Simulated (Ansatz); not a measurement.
## The (11-23) surface of hcp Ru in its 1x1 cell, outermost plane spacing 0.49 Å in the ideal cut

Level of theory: r2SCAN, at the PBE geometry (plane waves to 500 eV, PAW; Ansatz, a program for electronic structure).

Model: 21-atom slab, 9.9 Å thick at the start (thin: gaps and levels are the slab's own), 9x7x1 mesh, Fermi-Dirac 0.1 eV, dipole correction, single point; on the structure that PBE left under its start's symmetry; no spin, no spin-orbit, no U.

* **surface energy (mean of both faces)**: 3.51 J/m^2
* **work function of the top face**: 4.41 eV
* **cost**: about 11 core-minutes (a rough figure)
